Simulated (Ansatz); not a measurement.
Start from NbAs in the CsCl type structure (space group Pm-3m, No. 221; a = 3.2178 Å; a hypothetical phase, not in the database extracts checked; relaxed with 0.1 eV smearing). Axes: x, y, z lie along the cube axes.

(Cell as relaxed with PBE.)

Levels (all Ansatz, an electronic-structure program, PAW): PBE (420 eV, no spin-orbit coupling); PBEsol (420 eV, no spin-orbit coupling).

Each level relaxes its own structure.

| base | PBE | PBEsol |
|---|---|---|
| volume per atom | 16.66 Å³ | 16.09 Å³ |
| lattice parameter a | 3.218 Å | 3.181 Å |
| band gap | zero | zero |

Modification: biaxial strain −2.39 %, plane normal [111], relaxed out of plane (Cartesian); in-plane vectors clamped, the third vector and the atoms free.

```tsv
quantity	PBE	PBEsol
energy relative to the base (free energy F)	+21 meV/atom	…
out-of-plane strain	+1.76 %	…
mean in-plane stress (compression positive)	+8.8 GPa	…
```

Question: Predict the PBEsol column.

Answer: 
- energy relative to the base (free energy F), PBEsol: +23 meV/atom
- out-of-plane strain, PBEsol: +1.73 %
- mean in-plane stress (compression positive), PBEsol: +9.8 GPa

PBE's energy relative to the base lies 1.4 meV/atom below PBEsol's; PBE's in-plane stress lies 0.93 GPa below PBEsol's. Neither level is exact; PBEsol is the comparison here, not a measurement.

Stability against distortions was not tested. The final runs are not spin-polarised.
